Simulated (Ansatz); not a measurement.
## Effect of biaxial strain −2.00 %, plane normal [001], relaxed out of plane on WC

Start from WC (space group P-6m2, No. 187; a = 2.884 Å, c = 2.812 Å; relaxed with 0.1 eV smearing). Axes: x lies along a and z along c of the hexagonal cell.

It is then changed as follows: biaxial strain −2.00 %, plane normal [001], relaxed out of plane (Cartesian); in-plane vectors clamped, the third vector and the atoms free.

Calculations: LDA in Ansatz (plane waves to 420 eV, PAW, no SOC). Settings: 23×23×20 k-points, 0.1 eV Fermi–Dirac smearing.

```csv
quantity,base,changed,shift
volume per atom,10.13 Å³,9.81 Å³,-0.32 Å³
space group,P-6m2 (No. 187),P-6m2 (No. 187),–
shortest interatomic distance,2.179 Å,2.161 Å,-0.018 Å
"pressure (mean of the normal stresses, compression positive)",0.0 GPa,13.6 GPa,+13.6 GPa
band gap,zero,zero,–
out-of-plane strain,–,+0.81 %,–
mean in-plane stress (compression positive),–,+20.4 GPa,–
```

Final structure (turned so that z lies along the plane normal):

```
WC
1.0
    2.82662     0.00000     0.00000
    1.41331     2.44792     0.00000
    0.00000     0.00000     2.83429
W C
1 1
Direct
  0.00000   0.00000   0.00000
  0.33333   0.33333   0.50000
```

Stability against distortions was not tested. The final runs are not spin-polarised.

Ansatz is a quantum-chemistry and plane-wave program.
